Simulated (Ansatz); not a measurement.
Consider Si-vacancy pair (Si on one host Al site, one Al site vacant) in fcc Al, neutral cell. These are PBE, PAW (plane waves to 420 eV; Ansatz, an electronic-structure program) values and carry that method's errors.

Cell of 32 host sites held at the relaxed PBE lattice; a 3×3×3 k-point mesh shifted by half a step; Fermi-Dirac width 0.10 eV, spin-restricted; finite-size errors left in. No zero-point or tunnelling terms. Forms of the defect that were not tried may lie lower.

Barriers: single points on a 5×5×5 k-point mesh shifted by half a step at the bands' geometries (they differ from the bands' own by up to 0.06 eV, and are uncertain by about as much).

The step: the Si atom itself jumps into the vacancy (Si-vacancy distance between ideal sites 2.86 Å throughout). Atoms about the jump, Cartesian Å from the middle of the jump, before and after:

```csv
atom,x0,y0,z0,x1,y1,z1
Si1,0.00,-0.97,-0.97,0.00,0.97,0.97
Al2,1.96,1.00,-0.98,1.96,0.98,-1.00
Al3,-1.96,1.00,-0.98,-1.96,0.98,-1.00
Al4,1.96,-0.98,1.00,1.96,-1.00,0.98
Al5,-1.96,-0.98,1.00,-1.96,-1.00,0.98
Al6,0.00,3.02,-0.98,0.00,3.02,-1.00
Al7,0.00,1.00,-3.02,0.00,0.98,-3.02
Al8,0.00,-3.02,1.00,0.00,-3.02,0.98
Al9,0.00,-0.98,3.02,0.00,-1.00,3.02
```

Problem. Predict the transition state.

Solution. 
```
atom      x      y      z
----  -----  -----  -----
Si1    0.00   0.04  -0.05
Al2    2.12   1.03  -1.05
Al3   -2.12   1.03  -1.04
Al4    2.08  -1.02   1.01
Al5   -2.08  -1.02   1.01
Al6    0.00   2.95  -0.96
Al7    0.00   0.95  -2.97
Al8    0.00  -2.98   0.95
Al9    0.00  -0.97   2.97
```
It lies 0.51 eV above the start and 0.51 eV above the end. The saddle point's order was not checked, and it lies on a symmetry element of the cell, where a band can be held. Symmetry-equivalent saddle points exist between the same ends.
